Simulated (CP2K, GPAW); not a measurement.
A GPAW input for a self-consistent single point of Al2Cu (I4/mcm, 6 atoms in the cell) (DFT LDA (Perdew-Wang 92), plane waves, GPAW PAW datasets LDA (gpaw-data 1.0.1)):

```python
from ase import Atoms
from ase.units import GPa
from gpaw import GPAW, PW

atoms = Atoms(['Al', 'Al', 'Al', 'Al', 'Cu', 'Cu'],
              cell=[[-2.998900, 2.998900, 2.392735],
                    [2.998900, -2.998900, 2.392735],
                    [2.998900, 2.998900, -2.392735]],
              scaled_positions=[[0.841390, 0.658610, 0.500000],
                                [0.158610, 0.341390, 0.500000],
                                [0.658610, 0.158610, 0.817220],
                                [0.341390, 0.841390, 0.182780],
                                [0.250000, 0.250000, 0.000000],
                                [0.750000, 0.750000, 0.000000]],
              pbc=True)

calc = GPAW(mode=PW(800),
            xc='LDA',
            kpts={'size': (6, 6, 6), 'gamma': True},
            occupations={'name': 'methfessel-paxton', 'width': 0.272, 'order': 0},
            nbands=-10,
            convergence={'density': 1e-05, 'energy': 1e-05},
            symmetry={'symmorphic': False, 'tolerance': 0.0005},
            maxiter=150,
            txt='-')

atoms.calc = calc

energy = atoms.get_potential_energy()
print('Energy (eV):', round(energy, 6))
forces = atoms.get_forces()
print('Forces (eV/Ang):')
print(forces.round(5))
stress = atoms.get_stress()
print('Stress (GPa, Voigt):', (stress / GPa).round(4))
```

Translate this input to CP2K.

This is the input that was run; spellings and numerical settings could be chosen otherwise.

```
&GLOBAL
  PROJECT bulk
  RUN_TYPE ENERGY_FORCE
  PRINT_LEVEL MEDIUM
&END GLOBAL
&FORCE_EVAL
  METHOD Quickstep
  STRESS_TENSOR ANALYTICAL
  &DFT
    BASIS_SET_FILE_NAME BASIS_MOLOPT
    POTENTIAL_FILE_NAME GTH_POTENTIALS
    &QS
      METHOD GPW
      EPS_DEFAULT 1E-10
    &END QS
    &MGRID
      CUTOFF 600
      REL_CUTOFF 60
      NGRIDS 5
    &END MGRID
    &SCF
      SCF_GUESS ATOMIC
      EPS_SCF 1E-6
      MAX_SCF 100
      ADDED_MOS 7
      &DIAGONALIZATION
        ALGORITHM STANDARD
      &END DIAGONALIZATION
      &MIXING
        METHOD BROYDEN_MIXING
        ALPHA 0.3
        NBUFFER 8
        BETA 1
      &END MIXING
      &SMEAR ON
        METHOD GAUSSIAN
        SIGMA [eV] 0.272
      &END SMEAR
    &END SCF
    &KPOINTS
      SCHEME MONKHORST-PACK 6 6 6
      GAMMA_CENTERED T
    &END KPOINTS
    &XC
      &XC_FUNCTIONAL PADE
      &END XC_FUNCTIONAL
    &END XC
    &PRINT
      &MO
        EIGENVALUES T
        OCCUPATION_NUMBERS T
        NDIGITS 8
        FILENAME mo
        &EACH
          QS_SCF 0
        &END EACH
        ADD_LAST NUMERIC
      &END MO
      &MULLIKEN ON
      &END MULLIKEN
    &END PRINT
  &END DFT
  &SUBSYS
    &CELL
      A 4.86949500 0.00000000 0.00000000
      B -2.51804800 4.16790300 0.00000000
      C -1.17572400 -2.08395200 4.24108500
      PERIODIC XYZ
    &END CELL
    &COORD
      SCALED
      Al       0.84139000     0.65861000     0.50000000
      Al       0.15861000     0.34139000     0.50000000
      Al       0.65861000     0.15861000     0.81722000
      Al       0.34139000     0.84139000     0.18278000
      Cu       0.25000000     0.25000000     0.00000000
      Cu       0.75000000     0.75000000     0.00000000
    &END COORD
    &KIND Al
      BASIS_SET DZVP-MOLOPT-SR-GTH-q3
      POTENTIAL GTH-PADE-q3
    &END KIND
    &KIND Cu
      BASIS_SET DZVP-MOLOPT-SR-GTH-q11
      POTENTIAL GTH-PADE-q11
    &END KIND
  &END SUBSYS
  &PRINT
    &FORCES ON
    &END FORCES
    &STRESS_TENSOR ON
    &END STRESS_TENSOR
  &END PRINT
&END FORCE_EVAL
```

Basis, cutoffs, solver keys and any potentials are the target program's own. This input uses DFT LDA (Pade form), GPW, DZVP-MOLOPT-SR-GTH basis, GTH-PADE potentials (GTH_POTENTIALS). LDA parametrisations can differ slightly between programs.

The starting cell comes from a database of computed structures (which also holds hypothetical and non-ambient phases and stackings), without a prior relaxation at this level.
